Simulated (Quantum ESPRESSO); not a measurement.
## Parameter sweep on InHgTe2 (R3m, 4 atoms in the cell)

```yaml
crystal:
  lattice:
    - [2.41355, 1.39347, 7.55805]
    - [-2.41355, 1.39347, 7.55805]
    - [0.00000, -2.78693, 7.55805]
  atoms:
    - { symbol: In, position: [0.50033, 0.50033, 0.50033] }
    - { symbol: Hg, position: [0.99550, 0.99550, 0.99550] }
    - { symbol: Te, position: [0.12606, 0.12606, 0.12606] }
    - { symbol: Te, position: [0.62809, 0.62809, 0.62809] }
```

Base run A: PBEsol, GBRV 1.5 ultrasoft (PBESOL) pseudopotentials in Quantum ESPRESSO, self-consistent single point.

Its settings: ecutwfc = 40 Ry; ecutrho = 200 Ry; occupations = smearing; smearing = fermi-dirac; degauss = 0.0073499 Ry; potentials = {In: in_pbesol_v1.4.uspp.F.UPF, Hg: hg_pbesol_v1.uspp.F.UPF, Te: te_pbesol_v1.uspp.F.UPF}; K_POINTS = automatic 7 7 7 0 0 0; conv_thr = 1e-10 Ry.

The starting cell comes from a database of computed structures (which also holds hypothetical and non-ambient phases and stackings), without a prior relaxation at this level. Its lattice was rescaled by a random factor within 2.5 % of one.

ΔF is the free energy per atom less that of run A. 

```json
[
 {"run": "A", "degauss": "0.0073499 Ry", "ΔF (meV/atom)": "0.00", "pressure (GPa)": "-0.68", "largest force (eV/Å)": "0.060", "TS (meV/atom)": "17.2"},
 {"run": "B", "degauss": "0.000146997 Ry", "ΔF (meV/atom)": "10.3", "pressure (GPa)": "-0.72", "largest force (eV/Å)": "0.054", "TS (meV/atom)": "0.0"},
 {"run": "C", "degauss": "0.000734986 Ry", "ΔF (meV/atom)": "10.1", "pressure (GPa)": "-0.71", "largest force (eV/Å)": "0.056", "TS (meV/atom)": "0.3"},
 {"run": "D", "degauss": "0.0018375 Ry", "ΔF (meV/atom)": "9.4", "pressure (GPa)": "-0.70", "largest force (eV/Å)": "0.057", "TS (meV/atom)": "1.6"},
 {"run": "E", "degauss": "0.0036749 Ry", "ΔF (meV/atom)": "7.2", "pressure (GPa)": "-0.69", "largest force (eV/Å)": "0.058", "TS (meV/atom)": "5.5"},
 {"run": "F", "degauss": "0.011025 Ry", "ΔF (meV/atom)": "-10.0", "pressure (GPa)": "-0.68", "largest force (eV/Å)": "0.060", "TS (meV/atom)": "34.2"},
 {"run": "G", "degauss": "0.0147 Ry", "ΔF (meV/atom)": "-22.8", "pressure (GPa)": "-0.67", "largest force (eV/Å)": "0.058", "TS (meV/atom)": "56.6"},
 {"run": "H", "degauss": "0.02205 Ry", "ΔF (meV/atom)": "-56.3", "pressure (GPa)": "-0.65", "largest force (eV/Å)": "0.055", "TS (meV/atom)": "115.8"}
]
```

Run D against A: The free energy goes up by 9.4 meV/atom, the pressure hardly changes (-0.68 to -0.70 GPa) and the largest force hardly changes (0.060 to 0.057 eV/Å).

Run B against A: The free energy goes up by 10.3 meV/atom, the pressure hardly changes (-0.68 to -0.72 GPa) and the largest force goes from 0.060 to 0.054 eV/Å.
